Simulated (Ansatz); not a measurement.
An Ansatz (a program for electronic structure) run: BaTiO3 with a change (biaxial strain +1.50 %, plane normal [111], relaxed out of plane); LDA (Ansatz), without spin-orbit coupling.

Input:

Ansatz 0.2 input:
```yaml
crystal:
  lattice:
    - [5.6477775243, 0, 0]
    - [2.8238887621, 4.8911188109, 0]
    - [2.8238887621, -1.630372937, 2.2545840422]
  atoms:
    - { symbol: Ba, position: [0, 0, 0] }
    - { symbol: Ti, position: [0, 0.5, 0.5] }
    - { symbol: O, position: [0.5, 0, 0] }
    - { symbol: O, position: [0, 0.5, 0] }
    - { symbol: O, position: [0.5, 0.5, 0] }
basis: { ecutwfc: 420, ecutrho_ratio: 4, xc_grid: 2, fft_grid_basis: typed }
kpoints: { mp_grid: { grid: [8, 8, 8] } }
hamiltonian:
  xc: lda
  dispersion: none
  pseudopotentials: { kind: paw }
scf: { occupations: { method: fermi_dirac, width: 0.05 } }
relax: { f_tol: 0.005, max_steps: 50, cell: { stress_tol: 0.01, fix: [a, b, gamma] } }
output: { forces: true, stress: true }
checkpoint: { write: state.ck, write_every: 1000 }
```

Output (explanatory and most iteration lines left out):

```
Relaxation: its limit of steps is 50 (relax.max_steps)
Pseudopotential: Ba, paw, valence charge 10
Pseudopotential: Ti, paw, valence charge 12
Pseudopotential: O, paw, valence charge 6
Crystal: 5 atoms, lattice volume = 62.281 Å³
Basis set: ecut = 420 eV, 1213 PW (Γ), exchange–correlation on 80×80×54 points (8 copies of the dense FFT grid, shifted against one another)
Bands: 25, of which v1, the nominal top of the filled ones, is band 20 counted from 1 (19 counted from 0)
Symmetry: 12 space group operations
Space group: R-3m (ITA 166), of the structure as read, at distance tolerance 4.0e-5 Å
k-points: 65 of 512
Functional: x = slater, c = lda
SCF iter   1: F=—  HF=-9904.504593 eV  |F-HF|=—  |Δ(HF+E_count)|=         —  Δρ=1.88e-2  dr2=2.14e-1  ethr=1.77e-3  ⟨swp⟩=6.0  Hψ=8106  notcnv=0
SCF iter   2: F=—  HF=-9904.465899 eV  |F-HF|=—  |Δ(HF+E_count)|=   3.87e-2  Δρ=6.02e-3  dr2=2.77e-2  ethr=5.35e-4  ⟨swp⟩=2.8  Hψ=3193  notcnv=0  defer=47
SCF 1 converged in 6 iterations: F = -9904.460986 eV  dr2 = 4.36e-8
relax step   1: F+E_penalty+E_count = -9904.46098553 eV  Δ(F+E_penalty+E_count) = +0.000e0 eV  max|allowed force component| = 8.057e-29 eV/Å  Δτ_max = 0.0000 Å  P = -4.114 GPa  Ω = 62.281 Å³  fix = [a, b, gamma]  reactions: a -6.014, b -6.014 GPa  (6 SCF iters, dr2 threshold 1.00e-7 eV, accepted)
[... steps on the carried basis left out ...]
relax step   5: F+E_penalty+E_count = -9904.46106869 eV  Δ(F+E_penalty+E_count) = -1.013e-5 eV  max|allowed force component| = 1.210e-29 eV/Å  Δτ_max = 0.0000 Å  P = -3.956 GPa  Ω = 62.226 Å³  energy of the carried Pulay correction = +1.005e-5 eV  fix = [a, b, gamma]  reactions: a -5.934, b -5.934 GPa  (7 SCF iters, dr2 threshold 3.83e-10 eV, accepted)
Crystal: 5 atoms, lattice volume = 62.226 Å³
SCF iter   1: F=—  HF=-9904.461068 eV  |F-HF|=—  |Δ(HF+E_count)|=         —  Δρ=1.69e-7  dr2=1.54e-11  ethr=1.55e-8  ⟨swp⟩=3.6  Hψ=13088  notcnv=0
SCF iter   2: F=—  HF=-9904.461069 eV  |F-HF|=—  |Δ(HF+E_count)|=   8.02e-7  Δρ=1.21e-7  dr2=7.18e-12  ethr=1.00e-12  ⟨swp⟩=3.4  Hψ=3963  notcnv=0
SCF 6 converged in 8 iterations: F = -9904.461069 eV  dr2 = 2.52e-14
SCF converged after 8 iterations
Free energy (F): -9904.461069 eV
Internal energy: -9904.461069 eV  (E = F + TS)
E sigma→0 (E₀):  -9904.461069 eV
Fermi energy:    11.265250 eV
--- Forces (eV/Å), atoms counted from 1 ---
  atom   1  Ba     0.00000000     0.00000000     0.00000000
  atom   2  Ti     0.00000000    -0.00000000     0.00000000
  atom   3  O      0.00000000    -0.00000000     0.00000000
  atom   4  O      0.00000000     0.00000000     0.00000000
  atom   5  O     -0.00000000    -0.00000000     0.00000000
--- Stress (GPa, compression-positive) ---
       -5.934217       0.000000      -0.000000
        0.000000      -5.934217      -0.000000
       -0.000000      -0.000000      -0.000467
  P = ⅓ Tr σ = -3.9563 GPa (-39.563 kbar)
--- Relaxed structure (4 steps of the walk, 4 accepted, 2 SCFs on fresh bases) ---
  cell:  # Å, volume = 62.2262 Å³
    - [5.647777524261557, 2.886754892153931e-11, 8.350075928544606e-11]
    - [2.823888762105779, 4.891118810947726, 7.790669906413834e-11]
    - [2.823888762105808, -1.6303729369799826, 2.2526175626880356]
  atoms:
    - { symbol: Ba, position: [3.692408998039984e-36, -9.379466886077868e-37, -8.720249270350662e-36] }
    - { symbol: Ti, position: [5.551115123125783e-17, 0.5, 0.5] }
    - { symbol: O, position: [0.5, -8.077935669463161e-28, 3.2311742677852644e-27] }
    - { symbol: O, position: [-1.5505258757993128e-17, 0.5, 3.2311742677852644e-27] }
    - { symbol: O, position: [0.5, 0.5, 6.462348535570529e-27] }
```

No phonon test of stability was made. All final runs are without spin polarisation. The cell was made from BaTiO$_{3}$ in the cubic perovskite structure (space group Pm-3m, No. 221) by this change: biaxial strain +1.50 %, plane normal [111], relaxed out of plane. Many cubic perovskites are stable only at high temperature; tilts and polar distortions were not tested. This is not the structure that BaTiO3 has at room temperature and ambient pressure.
